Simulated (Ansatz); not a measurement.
Ge: energy against strain

Ge (diamond, Fd-3m, 22.860 Å³/atom at rest) under an equal strain ε in the (001) plane with the normal axis free, as in a coherent film. PBEsol in Ansatz, a plane-wave DFT program (PAW, default set), 420 eV, 14×14×14 Γ-centred mesh, Fermi-Dirac smearing 0.05 eV; ions are relaxed within the symmetry of each cell.

Here s stands for strain and y for E less E0.

```csv
strain (%),E less E0 (meV/atom)
-1.50,4.13
-1.00,1.80
-0.50,0.44
0.00,0.00
0.50,0.46
1.00,1.77
1.50,3.90
3.00,?
```

The 7 complete rows are fitted with a parabola, y against s. Least squares gives y = 0.002 - 0.0521·s + 1.7833·s². Residuals (row less fit): 0.037, -0.037, -0.034, -0.002, 0.038, 0.037, -0.036; standard error 0.045 (degrees of freedom: 4). Twice the quadratic coefficient over the volume, 2 × 1.7833 meV × 10⁴ × 0.1602 / 22.860 Å³, is twice the biaxial elastic modulus of this plane = 250 ± 3 GPa.

Task: Estimate the missing y (s = 3.00); what did the run itself give?

Result: y = 0.002 - 0.0521 × 3.0 + 1.7833 × 3.0² = 15.895 meV/atom. The calculation gives 14.82 meV/atom, 1.075 meV/atom below the prediction (7.3 % of the range of y in the table). The row lies outside the fitted rows, so this is an extrapolation. From the scatter of the fitted rows alone, a prediction at this place has a standard error of 0.172 meV/atom, so the miss is 6.2 times that.

One order more, fitted to all 13 runs of the series, follows each within 0.01, so the miss is the next term of a smooth law. This level leaves no gap over 0.05 eV at strain -1.50, -1.00, -0.50, 0.00, 1.00, 1.50, 3.00, where the mesh may be coarse. Rows are the converged runs of the series near zero and its far end; series whose fitted rows scatter by over a few per cent of the range, as at a crossing or softening among them, aren't shown in this form. Most that stay on the fit to the last digits aren't either.
